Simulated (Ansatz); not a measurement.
The reference is ZrO2 (space group P4_2/nmc, No. 137).

```
CELL_PARAMETERS angstrom
      3.62082     0.00000     0.00000
      0.00000     3.62082     0.00000
      0.00000     0.00000     5.28425
ATOMIC_POSITIONS crystal
  Zr 0.00000 0.00000 0.00000
  Zr 0.50000 0.50000 0.50000
  O  0.00000 0.50000 0.19251
  O  0.00000 0.50000 0.69251
  O  0.50000 0.00000 0.30749
  O  0.50000 0.00000 0.80749
```

Cartesian axes are those of the cell as printed.

Calculations: PBE (Ansatz, an electronic-structure program), scalar-relativistic without spin-orbit coupling, earlier PAW set.

For the base:

| Item | Value |
|---|---|
| Electron mass | 2.3 mₑ along c, 0.61 mₑ across (at Γ) |
| Band gap | 4.04 eV |
| Shortest interatomic distance | 2.077 Å |
| Gap character | indirect, k = (0.222, 0.222, 0) in the run's primitive reciprocal basis → Γ |

Perturbation: biaxial strain +1.95 %, plane normal [001], relaxed out of plane (Cartesian); in-plane vectors clamped, the third vector and the atoms free.

Problem. Predict the new electron mass, band gap, shortest interatomic distance and gap character.

Solution. The electron mass changes from 2.3 mₑ along c, 0.61 mₑ across (at Γ) to 2.3 mₑ out of plane, 0.59 mₑ in plane (at Γ); the band gap falls by 0.375 eV to 3.67 eV; the shortest interatomic distance increases by 0.019 Å (2.077 Å → 2.096 Å); the gap character remains indirect, k = (0.222, 0.222, 0) in the run's primitive reciprocal basis → Γ.

Effective masses come from finite differences of ±0.01 Å⁻¹. Stability against distortions was not tested. This is not the structure that ZrO2 has at room temperature and ambient pressure.
